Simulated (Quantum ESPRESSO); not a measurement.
## Equation of state of zinc-blende BAs (space group 216): energy against volume (Quantum ESPRESSO, PBEsol)

```
CELL_PARAMETERS angstrom
      0.00000     2.32061     2.32061
      2.32061     0.00000     2.32061
      2.32061     2.32061     0.00000
ATOMIC_POSITIONS crystal
  B  0.00000 0.00000 0.00000
  As 0.75000 0.75000 0.75000
```

Computed with PBEsol, GBRV 1.5 ultrasoft (PBESOL) pseudopotentials (plane waves; Quantum ESPRESSO). Settings: ecutwfc = 52 Ry; ecutrho = 260 Ry; occupations = smearing; smearing = fermi-dirac; degauss = 0.000734986 Ry; potentials = {B: b_pbesol_v1.4.uspp.F.UPF, As: as_pbesol_v1.uspp.F.UPF}; K_POINTS = automatic 12 12 12 0 0 0; conv_thr = 1e-10 Ry; mixing_beta = 0.7. The cell above is the first row's. The rows scale it uniformly. In all rows fractional positions and the k mesh are held. E is the free energy at the stated smearing, counted from the lowest row.

| V (Å^3/atom) | E (meV/atom) |
|---|---|
| 12.497 | 50.12 |
| 12.769 | 28.26 |
| 13.040 | 13.04 |
| 13.312 | 3.82 |
| 13.584 | 0.00 |
| 13.855 | 1.08 |
| 14.127 | 6.57 |
| 14.399 | 16.04 |
| 14.670 | ? |

Q: Fit E against V with the third-order Birch-Murnaghan form, a cubic in V^(-2/3), and predict the withheld value at V = 14.670.

A: With u = V^(-2/3) - 0.177, the rows have u = 0.008693, 0.006047, 0.003502, 0.001035, -0.001350, -0.003648, -0.005880, -0.008042. Least squares gives E = 1.547 + 1737.93·u + 441556·u² + 159720·u³. Residuals (row less fit): -0.007, 0.022, -0.015, 0.001, -0.005, 0.005, 0.008, -0.005; standard error 0.015 (degrees of freedom: 4). Its minimum lies at u = -0.001970, so V0 = (0.175030)^(-3/2) = 13.66. There d²E/du² = 881200 and d³E/du³ = 958300, so B0 = (4/9) × 13.66^(-7/3) × 881200 × 0.160218 = 141 GPa (the last factor turns the table's units into GPa), and B0' = 4 + (2/3) × 0.175030 × (958300)/881200 = 4.1. The program's pressures in the fitted runs (not shown) pass through zero at V = 13.65, 0.06 % from this V0. At the withheld row, u = -0.010129, so E = 1.547 + 1737.93 × (-0.010129) + 441556 × (-0.010129)² + 159720 × (-0.010129)³ = 29.080 meV/atom. The calculation gives 29.10 meV/atom, 0.020 meV/atom above the prediction (under 0.05 % of the range of E in the table). The row lies outside the fitted rows, so this is an extrapolation. From the scatter of the fitted rows alone, a prediction at this place has a standard error of 0.037 meV/atom, so the miss is 0.5 times that.

Carrying the step between the two nearest rows on in a straight line would have given 25.48, off by 3.62; series whose last step already gives the withheld value aren't shown. The scan was laid around a cell of about the measured size, scaled by a guess for this functional. The runs keep the symmetry of the cell, so they don't test it for distortions. Cutoffs and mesh are single choices, not tested for convergence of this quantity. Series with a scatter that would blur these digits, or in which a gap closes, are not shown. Nor are scans whose minimum lies at an end fitted in this form.
